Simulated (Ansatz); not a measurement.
Consider an 8-atom supercell of Ta in the bcc (W type) structure (space group Im-3m, No. 229; a = 3.320 Å) at its relaxed geometry.

Level of theory: PBE (Ansatz, a first-principles code), no spin-orbit coupling.

Before the change:

```
Quantity    Result
--------  --------
Pressure  -0.1 GPa
```

The change: one H atom is added in an open site, starting 1.75 Å from the nearest host atom, atoms relaxed at fixed cell, starting from a slightly rattled geometry.

Question: Estimate the effect on the final site of the added atom, largest displacement of a host atom from its site in the perfect cell and pressure.

Answer: The final site of the added atom comes out as 4 Ta at 1.91 Å; the largest displacement of a host atom from its site in the perfect cell comes out as 0.06 Å; the pressure goes up by 3.96 GPa to 3.8 GPa.

The cell is small, so the values are those of an ordered compound at a high defect concentration; dilute-limit values will differ. All final runs are without spin polarisation. An odd electron count without spin: Ta8H. The defect cell is not spin-polarised.
